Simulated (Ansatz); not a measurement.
Consider interstitial As in silicon strained by -1.5 % along x and y, z held, charge state +1. Calculation: PBE, PAW (plane waves to 420 eV; Ansatz, a first-principles code).

Settings: 64 host sites, the strained lattice (strain from the relaxed PBE one, atoms relaxed), a 2×2×2 k-point mesh shifted by half a step, smearing 0.01 eV, spin-restricted, no image-charge correction. No zero-point or tunnelling terms. The charge state is imposed; whether it is stable for some Fermi level was not computed. Sites that were not tried may lie lower. The start lies 0.13 eV above the lowest site run (PBE).

Barriers: single points on a 3×3×3 k-point mesh shifted by half a step at the bands' geometries.

Relaxed starting cell (atoms counted from 1):

```
AsSi64
1.0
   10.77590     0.00000     0.00000
    0.00000    10.77590     0.00000
    0.00000     0.00000    10.94000
Si As
64 1
Direct
  0.99515   0.98297   0.25387
  0.00036   0.99963   0.74817
  0.00064   0.50401   0.24975
  0.99998   0.50153   0.74891
  0.50192   0.99952   0.24963
  0.49810   0.99927   0.75138
  0.50082   0.50150   0.24985
  0.50194   0.50047   0.74805
  0.13048   0.39154   0.12042
  0.12459   0.37561   0.62644
  0.12486   0.87050   0.12458
  0.12516   0.87373   0.62567
  0.62339   0.37560   0.12518
  0.62698   0.37599   0.62326
  0.62443   0.87355   0.12480
  0.62316   0.87471   0.62655
  0.99547   0.25447   0.98502
  0.00032   0.24978   0.50331
  0.00034   0.74788   0.99875
  0.00009   0.74925   0.50204
  0.50217   0.24977   0.99882
  0.50090   0.25005   0.50210
  0.49835   0.75176   0.99938
  0.50190   0.74821   0.49987
  0.12960   0.12054   0.38966
  0.12482   0.12532   0.87134
  0.12461   0.62696   0.37588
  0.12508   0.62590   0.87253
  0.62309   0.12550   0.37590
  0.62422   0.12503   0.87262
  0.62690   0.62325   0.37540
  0.62332   0.62680   0.87478
  0.24561   0.00448   0.00438
  0.25802   0.99208   0.50380
  0.25829   0.50480   0.99120
  0.24760   0.50373   0.50357
  0.74545   0.99189   0.99123
  0.74636   0.00257   0.50360
  0.74659   0.50353   0.00227
  0.75403   0.49612   0.49593
  0.37959   0.38324   0.38350
  0.37878   0.37268   0.87109
  0.37862   0.87147   0.37240
  0.37132   0.87882   0.87865
  0.87971   0.37050   0.37015
  0.86712   0.38304   0.87078
  0.86683   0.87058   0.38350
  0.87746   0.87134   0.87108
  0.26694   0.25509   0.25393
  0.25052   0.24975   0.74815
  0.25063   0.74812   0.24963
  0.25087   0.75205   0.75136
  0.74598   0.24962   0.24990
  0.74855   0.25020   0.74898
  0.74860   0.74936   0.24982
  0.74969   0.74815   0.74804
  0.37943   0.12532   0.12468
  0.37639   0.12494   0.62566
  0.37666   0.62568   0.12487
  0.37538   0.62697   0.62655
  0.85845   0.11962   0.12076
  0.87447   0.12557   0.62649
  0.87453   0.62672   0.12521
  0.87418   0.62314   0.62322
  0.06265   0.18738   0.18738
```
Cell charge +1.

End state 1 differs by these moves (Å; atoms that move under 0.08 Å are left out):

| atom | element | Δx | Δy | Δz |
|---|---|---|---|---|
| 1 | Si | 0.88 | -0.78 | 0.93 |
| 9 | Si | -0.07 | -0.17 | 0.03 |
| 11 | Si | 0.12 | -0.04 | -0.16 |
| 17 | Si | 0.00 | 0.01 | 0.10 |
| 20 | Si | -0.09 | -0.10 | 0.08 |
| 25 | Si | 0.08 | 0.21 | -0.07 |
| 33 | Si | 0.13 | -0.02 | -0.13 |
| 34 | Si | -0.09 | 0.03 | -0.03 |
| 35 | Si | -0.09 | -0.05 | 0.09 |
| 40 | Si | -0.07 | 0.02 | 0.05 |
| 41 | Si | 0.00 | -0.04 | -0.09 |
| 44 | Si | 0.09 | -0.04 | -0.10 |
| 45 | Si | -0.06 | 0.07 | 0.04 |
| 49 | Si | -0.11 | 0.03 | -0.07 |
| 61 | Si | 0.02 | 0.18 | -0.08 |
| 64 | Si | -0.05 | -0.06 | 0.10 |
| 65 | As | -0.04 | -1.25 | -0.09 |

Estimate the forward and backward barriers to end state 1 that PBE, PAW returns for this input.

forward 0.21 eV, backward 0.35 eV; at the saddle point atom 1 has neighbours As at 2.28; Si at 2.27, Si at 2.32, Si at 2.59 Å. The saddle point's order was not checked.

End state 2 differs by these moves (Å; atoms that move under 0.08 Å are left out):

```csv
atom,element,Δx,Δy,Δz
1,Si,0.05,0.14,-0.05
3,Si,0.05,0.14,0.05
9,Si,0.12,-0.12,0.00
17,Si,0.10,-0.10,0.00
25,Si,-0.10,0.10,-0.21
26,Si,0.09,-0.09,-0.01
27,Si,0.10,0.03,0.08
29,Si,-0.03,-0.09,0.08
31,Si,-0.06,0.06,-0.03
32,Si,0.06,-0.06,0.04
33,Si,0.09,-0.09,-0.02
34,Si,-0.13,0.13,-0.09
36,Si,0.07,-0.07,0.00
38,Si,0.07,-0.07,0.00
39,Si,0.09,-0.09,0.02
40,Si,-0.13,0.13,0.09
41,Si,-0.03,-0.09,-0.08
43,Si,-0.06,0.06,0.03
44,Si,0.06,-0.06,-0.04
45,Si,-0.10,0.10,0.21
46,Si,0.09,-0.09,0.01
47,Si,0.10,0.03,-0.08
49,Si,-0.14,-0.05,-0.04
53,Si,-0.14,-0.05,0.04
61,Si,0.12,-0.12,0.00
65,As,-1.35,1.35,0.00
```

Give the forward and backward barriers to end state 2 at the level PBE, PAW.

forward 0.60 eV, backward 0.60 eV; at the saddle point atom 65 has neighbours Si at 2.27, 2 Si at 2.39, 2 Si at 2.88, 4 Si at 2.89 Å. The saddle point's order was not checked, and it lies on a symmetry element of the cell, where a band can be held.
